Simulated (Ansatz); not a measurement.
# BAs in the zinc blende structure (space group F-43m, No. 216)

```cif
data_AsB
_chemical_formula_sum 'B1 As1'
_space_group_name_H-M_alt 'P 1'
_space_group_IT_number 1
_cell_length_a 3.38270
_cell_length_b 3.38270
_cell_length_c 3.38270
_cell_angle_alpha 60.000
_cell_angle_beta 60.000
_cell_angle_gamma 60.000
loop_
_space_group_symop_operation_xyz
  'x, y, z'
loop_
_atom_site_label
_atom_site_type_symbol
_atom_site_fract_x
_atom_site_fract_y
_atom_site_fract_z
_atom_site_occupancy
B1 B 0.00000 0.00000 0.00000 1
As1 As 0.25000 0.25000 0.25000 1
```

Computed with r2SCAN (Ansatz, an electronic-structure program), no spin-orbit coupling. Γ-centred 12×12×12 mesh, Fermi–Dirac width 0.05 eV.

| Item | Result |
|---|---|
| Volume per atom | 13.69 Å³ |
| Density | 5.20 g/cm³ |
| Band gap | 1.38 eV, indirect, Γ → Γ–X (76 % along) |
| Electron mass | 1.1 mₑ along k, 0.21 mₑ across |
| Hole mass (degenerate bands, along [100]) | 0.21, 0.22, 0.22 mₑ |
| Lowest conduction-band minima above the VBM | a point along ⟨100⟩, about 1.0 Å⁻¹ from Γ 1.38 eV |
| Total energy | -2510.671 eV/atom (σ→0; compares only within this code and set-up) |

Effective masses come from finite differences of ±0.01 Å⁻¹. Along k means along the line from Γ to the band edge. No phonon test of stability was made.
